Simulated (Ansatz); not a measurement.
Where the default PAW files enter, the runs use the earlier of Ansatz's two default sets.

Inside the gap of an insulator the Bloch states are evanescent, with a wavenumber k + iκ along the transport direction.

Consider the following.

```yaml
crystal:
  lattice:
    - [5.15399, 0.00000, 0.00000]
    - [0.87387, 5.25757, 0.00000]
    - [0.00000, 0.00000, 5.07127]
  atoms:
    - { symbol: Zr, position: [0.27631, 0.79040, 0.95785] }
    - { symbol: Zr, position: [0.72369, 0.20960, 0.04215] }
    - { symbol: Zr, position: [0.72369, 0.70960, 0.45785] }
    - { symbol: Zr, position: [0.27631, 0.29040, 0.54215] }
    - { symbol: O, position: [0.93079, 0.84383, 0.16629] }
    - { symbol: O, position: [0.06921, 0.15617, 0.83371] }
    - { symbol: O, position: [0.06921, 0.65617, 0.66629] }
    - { symbol: O, position: [0.93079, 0.34383, 0.33371] }
    - { symbol: O, position: [0.44930, 0.02140, 0.25742] }
    - { symbol: O, position: [0.55070, 0.97860, 0.74258] }
    - { symbol: O, position: [0.55070, 0.47860, 0.75742] }
    - { symbol: O, position: [0.44930, 0.52140, 0.24258] }
```

Space group of this cell: P2_1/c. The cell is strained (lengths along the current scaled by 0.97, ions clamped); by r2SCAN its mean pressure is 7.8 GPa.

Transport runs along the normal of the first two printed cell vectors.

The gap is the functional's own, uncorrected, and κ follows it; spin-orbit coupling is left out. Mid-gap values are interpolated between the computed energies.

Problem. State the band gap and the smallest decay constant κ at mid-gap according to Ansatz (a first-principles code) with r2SCAN.

Solution. Gap 4.24 eV on a 6×6×6 mesh; κ = 0.393 1/Å, at the zone centre.
